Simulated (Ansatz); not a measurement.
Base system: TaN in the rock salt structure (space group Fm-3m, No. 225; a = 4.375 Å).

Calculations: PBEsol (Ansatz, an electronic-structure program; PAW; 420 eV plane waves; without spin-orbit coupling), earlier PAW set.

For the base:

The shortest interatomic distance comes out as 2.187 Å and the density comes out as 15.47 g/cm³. The gap character is absent.

Modification: every Ta is replaced by Y; the structure is relaxed again.

### Question
What does the calculation give for the hole mass after the change?

### Answer
The hole mass (degenerate bands, along [100]) comes out as 0.16, 0.99, 0.99 mₑ (at Γ).

### Question
What happens to the shortest interatomic distance?

### Answer
The shortest interatomic distance goes up by 0.241 Å (2.187 Å → 2.428 Å).

### Question
Estimate the effect on the density.

### Answer
The density shrinks by 9.50 g/cm³ to 5.97 g/cm³.

### Question
Estimate the effect on the gap character.

### Answer
The gap character changes from absent to indirect, Γ → X.

Masses are band curvatures over ±0.01 Å⁻¹ around the edge. Whether these cells are dynamically stable was not tested. All final runs are without spin polarisation. This is not the structure that TaN has at room temperature and ambient pressure.
